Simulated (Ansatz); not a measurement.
# CO on the 1x1 (111) surface of fcc Cu, one in a 2x2 cell, started at the site 'bridge Cu-Cu (span 2.6 Å)'

Computed with r2SCAN, at the PBE geometry (plane waves to 500 eV, PAW; Ansatz, a program for electronic structure).

Model: 18-atom slab, 6.2 Å thick at the start under the adsorbate (thin: gaps and levels are the slab's own), 6x6x1 mesh, Fermi-Dirac 0.1 eV, dipole correction, single point; on the structure that PBE left under its start's symmetry; no spin, no spin-orbit, no U, no dispersion correction. At the end it is bonded to 3 Cu. In PBE it is, or lies within 0.03 eV of, the lowest of the starts that converged; the order may differ at this level.

The adsorption energy against CO(g) at the same level comes out as -0.87 eV, the work function of the top face is 5.51 eV and the change of the work function comes out as 0.71 eV. The change of the step from the bottom to the top vacuum level, against the clean slab comes out as 0.69 eV and the height of the binding atom over the mean of the host atoms within 0.3 Å of the top one is 2.726 bohr. The nearest host atoms of the binding atom is Cu at 2.05 Å, Cu at 2.05 Å, Cu at 2.05 Å and the note is in the relaxation the adsorbate left its starting site by 0.7 Å. The cost is very roughly 6 core-minutes.

A negative adsorption energy means that the adsorbate is more stable on the surface than in its reference.
